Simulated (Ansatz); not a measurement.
Start from CdSe in the wurtzite structure (space group P6_3mc, No. 186; a = 4.248 Å, c = 6.941 Å). Axes: x lies along a and z along c of the hexagonal cell.

Level of theory: LDA/PAW in Ansatz (an electronic-structure program), no spin-orbit coupling.

Before the change:

The shortest interatomic distance comes out as 2.600 Å and the pressure is 0.00 GPa.

Now apply this change: a pure shear with ε_xz = ε_zx = 0.0200, atoms relaxed at fixed cell.

### Question
How does this affect the largest internal atomic displacement?

### Answer
The largest internal atomic displacement comes out as 0.016 Å.

### Question
What does the calculation give for the energy relative to the base after the change?

### Answer
The energy grows by 1.8 meV/atom.

### Question
Estimate the effect on the shortest interatomic distance.

### Answer
The shortest interatomic distance falls by 0.002 Å, from 2.600 Å to 2.598 Å.

### Question
How does this affect the pressure?

### Answer
The pressure (mean of the normal stresses, compression positive) is nearly the same (0.00 GPa against -0.01 GPa).

The cells carry an imposed strain or load. Whether these cells are dynamically stable was not tested.
